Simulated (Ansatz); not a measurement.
## A computed series for Zn: pressure series

Consider Zn in the fcc (Cu type) structure (space group Fm-3m, No. 225; a = 3.838 Å; a cell from a computed database, its experimental status unchecked).

Cell and atoms are relaxed at each pressure.

Level of theory: plane-wave PAW DFT at the PBEsol level (Ansatz, a quantum-chemistry and plane-wave program, 420 eV), no spin-orbit coupling.

Notes on the quantities. enthalpy: H = E + PV relative to the base's energy.

| case | density | enthalpy |
|---|---|---|
| base | 7.68 g/cm³ | – |
| pressure −2 GPa | 7.50 g/cm³ | -0.18 eV/atom |
| pressure −1 GPa | 7.60 g/cm³ | -0.09 eV/atom |
| pressure 0.3 GPa | 7.71 g/cm³ | +0.03 eV/atom |
| pressure 0.7 GPa | 7.75 g/cm³ | +0.06 eV/atom |
| pressure 1.5 GPa | 7.81 g/cm³ | +0.13 eV/atom |
| pressure 3 GPa | 7.93 g/cm³ | +0.26 eV/atom |
| pressure 5 GPa | 8.08 g/cm³ | +0.43 eV/atom |
| pressure 7.5 GPa | 8.25 g/cm³ | +0.64 eV/atom |
| pressure 10 GPa | 8.41 g/cm³ | +0.84 eV/atom |

Load acts through the strain it causes; cell and atoms are relaxed under it. Whether these cells are dynamically stable was not tested. Competing high-pressure phases were not computed. This is not the structure that Zn has at room temperature and ambient pressure.
